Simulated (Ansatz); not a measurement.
**HgS under a change: biaxial strain +2.00 %, plane normal [001], relaxed out of plane**

Take HgS in the zinc blende structure (space group F-43m, No. 216; a = 5.8119 Å) as the base. Axes: x, y, z lie along the cube axes.

One thing is altered: biaxial strain +2.00 %, plane normal [001], relaxed out of plane (Cartesian); in-plane vectors clamped, the third vector and the atoms free.

Level of theory: LDA/PAW in Ansatz (a quantum-chemistry and plane-wave program), scalar-relativistic without spin-orbit coupling. Γ-centred 10×10×10 mesh, Fermi–Dirac width 0.05 eV.

- Space group: I-4m2 (No. 119) (base F-43m (No. 216))
- Energy relative to the base (free energy F): +2.6 meV/atom
- Pressure (mean of the normal stresses, compression positive): -0.6 GPa (base 0.0 GPa)
- Band gap: zero (base zero)
- Valley order (the lowest conduction-band minima on the path, energy above the VBM, named in the base's zone): Γ 0.03 eV; L along [1-1-1] 1.34 eV
- Out-of-plane strain: -3.20 % (rough)
- Mean in-plane stress (compression positive): -0.8 GPa (rough)

Without a gap, meshes like the base's 10×10×10 leave anisotropic stresses uncertain by several tenths of a GPa, and small strain energies with them. With Hg present, leaving out spin-orbit coupling can change the band edges. Whether these cells are dynamically stable was not tested. The final runs are not spin-polarised. Gaps under 0.05 eV, about the width of the smearing, are given as zero. The zero or small gap of HgS can change with the level of theory.
